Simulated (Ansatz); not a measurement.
A zone-centre phonon calculation of YGe (Cmcm, 4 atoms in the cell) with Ansatz (a first-principles code).

Method: LDA (PW92), default PAW files made with PBE (plane waves; Ansatz).

```
YGe
1.0
    2.14770    -5.37829     0.00000
    2.14770     5.37829     0.00000
    0.00000     0.00000     3.96646
Y Ge
2 2
Direct
  0.13861   0.86139   0.25000
  0.86139   0.13861   0.75000
  0.41562   0.58438   0.25000
  0.58438   0.41562   0.75000
```

Reference input (self-consistent single point, DFT, LDA (PW92), plane waves, default PAW files made with PBE): basis.ecutwfc = 420 eV; kpoints.mp_grid.grid = 7 7 7; hamiltonian.xc = lda; hamiltonian.pseudopotentials = {kind: paw} (the program's default PAW files); scf.occupations.method = fermi_dirac; scf.occupations.width = 0.1 eV. This run's input differs from it in these lines:

Ansatz 0.2 input:
```diff
@@ -18,7 +18,5 @@
 scf:
-  occupations: { method: fermi_dirac, width: 0.1 eV }
-output:
-  forces: true
-  eigenvalues: true
-  stress: true
+  occupations: { method: fermi_dirac, width: 0.5 eV }
+phonons:
+  method: dfpt
```

Output (repeated stretches shortened):

```
SCF iter   1: F=—  HF=-15927.336333 eV  |F-HF|=—  |Δ(HF+E_count)|=         —  Δρ=6.06e-3  dr2=2.84e-2  ethr=1.77e-3  ⟨swp⟩=9.8  Hψ=22179  notcnv=0
all-band conjugate gradients solve this SCF's bands
automatic band count: the SCF goes on with 47 bands, as 36 were too few: they end inside the smearing window of the response
preconditioner: auto → Kerker (q_TF=auto, 2.466 Å⁻¹)
   [... lines left out ...]
SCF iter   7: F=—  HF=-15927.327625 eV  |F-HF|=—  |Δ(HF+E_count)|=   1.00e-7  Δρ=8.73e-6  dr2=3.95e-8  ethr=2.76e-10  ⟨swp⟩=2.0  Hψ=4873  notcnv=0
SCF iter   8: F=—  HF=-15927.327625 eV  |F-HF|=—  |Δ(HF+E_count)|=   3.79e-8  Δρ=2.78e-6  dr2=4.26e-9  ethr=7.90e-11  ⟨swp⟩=2.0  Hψ=4102  notcnv=0
SCF iter   9: F=—  HF=-15927.327625 eV  |F-HF|=—  |Δ(HF+E_count)|=   3.60e-9  Δρ=5.28e-7  dr2=1.68e-10  ethr=8.53e-12  ⟨swp⟩=2.0  Hψ=4156  notcnv=0
SCF iter  10: F=-15927.327625 eV  HF=-15927.327625 eV  |F-HF|=0.00e0  |Δ(HF+E_count)|=  1.51e-10  Δρ=5.33e-8  dr2=3.04e-12  ethr=1.00e-12  ⟨swp⟩=4.4  Hψ=11482  notcnv=0
SCF 1 converged in 10 iterations: F = -15927.327625 eV  dr2 = 3.04e-12
DFPT response loops at Γ: preconditioner auto → Kerker (q_TF=auto, 2.466 Å⁻¹) (partly filled bands, converged f_vac=0.000) …
Free energy (F): -15927.327625 eV
Internal energy: -15925.505901 eV  (E = F + TS)
E sigma→0 (E₀):  -15926.416763 eV
Entropy (-TS):   -1.821724 eV (-455.431 meV/atom)
Fermi energy:    11.106110 eV
--- Phonons (Γ-DFPT): 6 representative perturbations + reference, on 64 of 343 k-points (Σ response iterations 18) ---
  k mesh reduced under 4 symmetry operations, with k and −k counted as one. Each operation leaves every solved displacement unchanged or reverses it
  ASR residual: 2.534e-3 → 0.000e0 eV/Å²; symmetrization residual: 1.293e-5 eV/Å²
  ASR residual per site (eV/Å²): 2.53e-3 2.53e-3 1.58e-4 1.58e-4
  Γ frequencies (cm⁻¹): 0.00 0.00 0.00 89.61 109.82 128.62 146.25 159.86 180.02 181.58 183.53 187.35
  non-analytic LO–TO correction: not included (Born effective charges unavailable; polar crystals: no LO–TO splitting at Γ)
```

The run converged in 10 iterations. 

Summary of the result:
```
Item                                                                                                    Value
--------------------------------------------------------  ---------------------------------------------------
Free energy E − TS (on the zero of these files)                                                -15927.3276 eV
Fermi level (on the code's own zero)                                                                 11.11 eV
Zone-centre frequencies (cm⁻¹; negative means imaginary)  0, 0, 0, 90, 110, 129, 146, 160, 180, 182, 184, 187
```

The starting cell comes from a database of computed structures (which also holds hypothetical and non-ambient phases and stackings), without a prior relaxation at this level. Its lattice was rescaled by up to half a per cent.

Cost on one core of a shared machine: roughly 2 min.
